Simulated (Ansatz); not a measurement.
The reference is SiC (space group P6_3mc, No. 186).

```
SiC
1.0
    3.07761     0.00000     0.00000
   -1.53880     2.66529     0.00000
    0.00000     0.00000    10.07629
Si C
4 4
Direct
  0.00000   0.00000   0.00030
  0.00000   0.00000   0.50030
  0.66667   0.33333   0.75025
  0.33333   0.66667   0.25025
  0.00000   0.00000   0.81287
  0.00000   0.00000   0.31287
  0.66667   0.33333   0.56221
  0.33333   0.66667   0.06221
```

Cartesian axes are those of the cell as printed.

Method: r2SCAN/PAW in Ansatz (an electronic-structure program), no spin-orbit coupling.

Strains are applied to the cell and any free atomic positions relax.

One change was made to it. Results:

```tsv
quantity	base	after
pressure (mean of the normal stresses, compression positive)	0.00 GPa	-21.40 GPa
valence-band top at Γ (three highest levels, from the VBM)	0.00, 0.00, -0.05 eV	0.00, 0.00, -0.04 eV
gap character	indirect, Γ → M	indirect, Γ → M
energy relative to the base (free energy F)	0 meV/atom	+96 meV/atom
```

Problem. Which change produced these results?
A. isotropic strain +4.04 %
B. isotropic strain −0.52 %
C. isotropic strain +2.61 %
D. uniaxial strain ε_xx = +3.33 %

Solution. A, isotropic strain +4.04 %. For comparison, the valence-band top at Γ in the other runs: isotropic strain −0.52 % gives 0.00, 0.00, -0.05 eV; isotropic strain +2.61 % gives 0.00, 0.00, -0.05 eV; uniaxial strain ε_xx = +3.33 % gives 0.00, -0.04, -0.24 eV.

Whether these cells are dynamically stable was not tested. Labels are those of the standard path for the cell's own space group.
